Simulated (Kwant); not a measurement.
Device: wire with a row of barriers in a GaN two-dimensional gas. Effective mass 0.22 mₑ, grid spacing 2 nm, hard walls, nominal width 34 nm (17 grid rows, so walls 36 nm apart), one parabolic valley, scattering region 200 nm long along x; energies count from the band bottom; Fermi energy swept from 0.00085461 to 0.010149 eV. 3 barrier(s) across the wire, height 0.0077 eV, thickness 6 nm (about 3 grid columns), spaced by 32 nm.

Constants are typed, rounded textbook-type inputs, not results; the design itself was drawn at random and stands for no fabricated device.

Kwant, effective-mass tight-binding model on a square grid, one spin, coherent transport at 0 K. Conductance is in e²/h.

### Question
How many channels do the leads carry at E = 7.52, 8.16, 10.0 meV?

### Answer
The hard-wall thresholds are n² ħ²π²/(2mW²) = n² × 1.32 meV with W = 36 nm. √(7.52/1.32) = 2.39, so 2. √(8.16/1.32) = 2.49, so 2. √(10.0/1.32) = 2.76, so 2.
